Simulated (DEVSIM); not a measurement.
# abrupt Si n-p junction

Structure: abrupt Si n-p junction, at 300 K.

| layer (left to right) | material | thickness (μm) | Nd (cm⁻³) | Na (cm⁻³) | τn (s) | τp (s) |
|---|---|---|---|---|---|---|
| 1 | Si | 12.0 | 1.5e17 | - | 1.5e-5 | 1.5e-5 |
| 2 | Si | 180 | - | 3e15 | 1.5e-5 | 1.5e-5 |

Left contact: ohmic. Right contact: ohmic. Voltage is applied to the left contact. Recombination: SRH at mid-gap, radiative, Auger. Mobility is constant in doping.

Constants are typed, rounded textbook-type inputs, not results; the design itself was drawn at random and stands for no fabricated device. Values at 300 K.

```tsv
parameter	Si
gap (eV)	1.124
affinity (eV)	4.05
permittivity	11.7
Nc (cm⁻³)	2.86e19
Nv (cm⁻³)	3.1e19
μn (cm²/Vs)	1417
μp (cm²/Vs)	470
B (cm³/s)	4.7e-15
Cn (cm⁶/s)	2.8e-31
Cp (cm⁶/s)	9.9e-32
```

Model (solved in DEVSIM): 1D drift-diffusion, Boltzmann statistics, complete ionisation; no tunnelling, impact ionisation, image-force lowering or self-heating.

```
Quantity                                           Result
---------------------------------------------  ----------
Potential step across the device at zero bias     0.749 V
Largest field in the device at zero bias       30000 V/cm
Dark forward voltage at 1 A/cm²                   0.659 V
Dark forward voltage at 100 A/cm²                 1.052 V
```

Dark reverse current:

```csv
V (V),J (A/cm²)
0.04,2.3e-10
0.10,4.5e-10
0.20,7.4e-10
0.30,9.9e-10
0.40,1.2e-9
0.60,1.6e-9
0.80,2.0e-9
1.00,2.4e-9
1.30,2.8e-9
1.60,3.3e-9
2.00,3.8e-9
```

Dark forward current:

| V (V) | J (A/cm²) |
|---|---|
| -0.05 | -6.4e-10 |
| -0.10 | -2.7e-9 |
| -0.15 | -1.1e-8 |
| -0.20 | -5.4e-8 |
| -0.30 | -1.9e-6 |
| -0.35 | -1.3e-5 |
| -0.40 | -8.7e-5 |
| -0.45 | -0.00059 |
| -0.50 | -0.0041 |
| -0.55 | -0.028 |
| -0.60 | -0.17 |
| -0.70 | -2.7 |
| -0.75 | -6.7 |
| -0.80 | -14 |
| -0.85 | -24 |
| -0.90 | -37 |
| -0.95 | -54 |
| -1.05 | -99 |
| -1.10 | -130 |
| -1.15 | -160 |
| -1.20 | -190 |
| -1.25 | -230 |
| -1.30 | -270 |
| -1.35 | -320 |
| -1.45 | -420 |
| -1.50 | -480 |
| -1.55 | -540 |
| -1.60 | -600 |
